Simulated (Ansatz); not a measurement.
TiSi2: pressure series

Base system: TiSi2 (space group Cmcm, No. 63; a = 3.5147 Å, b = 13.3491 Å, c = 3.5570 Å).

Cell and atoms are relaxed at each pressure.

Calculations: PBEsol in Ansatz (plane waves to 420 eV, PAW, no spin-orbit coupling), earlier PAW set.

Two rows of this table had their results exchanged by mistake.

| pressure | volume per atom (Å³) | shortest distance (Å) | band gap |
|---|---|---|---|
| pressure −1 GPa | 14.01 | 2.396 | zero |
| pressure 0.3 GPa | 13.88 | 2.393 | zero |
| pressure 0.7 GPa | 13.84 | 2.392 | zero |
| pressure 1.5 GPa | 13.76 | 2.390 | zero |
| pressure 3 GPa | 13.62 | 2.386 | zero |
| pressure 5 GPa | 13.05 | 2.370 | zero |
| pressure 7.5 GPa | 13.24 | 2.375 | zero |
| pressure 10 GPa | 13.44 | 2.381 | zero |

Question: Which two?

Answer: The rows for pressure 5 GPa and pressure 10 GPa: the volume has to fall steadily with pressure, so 13.44 Å³ belongs to pressure 5 GPa and 13.05 Å³ to pressure 10 GPa.

Load acts through the strain it causes; cell and atoms are relaxed under it. Stability against distortions was not tested. Competing high-pressure phases were not computed. The final runs are not spin-polarised.

Ansatz is an electronic-structure program.
